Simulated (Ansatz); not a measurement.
Consider the following.

```yaml
crystal:
  lattice:
    - [2.60768, 0.00000, 0.00000]
    - [0.00000, 2.60768, 0.00000]
    - [1.30384, -1.30384, 1.97598]
  atoms:
    - { symbol: Ir, position: [0.00000, 0.00000, 0.00000] }
```

No spin polarisation.

Level of theory: plane-wave PAW DFT at the PBEsol level (Ansatz, a program for electronic structure, 420 eV), spin-orbit coupling left out. Settings: 29×29×29 k-points, 0.1 eV Fermi–Dirac smearing.

Q: Predict the band gap and pressure.

A: 
- Band gap: zero
- Pressure (mean of the normal stresses, compression positive): 20.8 GPa

The cells carry an imposed strain or load. Stability against distortions was not tested. The final runs are not spin-polarised. The cell was made from Ir in the fcc (Cu type) structure (space group Fm-3m, No. 225) by this change: biaxial strain −3.74 %, plane normal [001], relaxed out of plane.
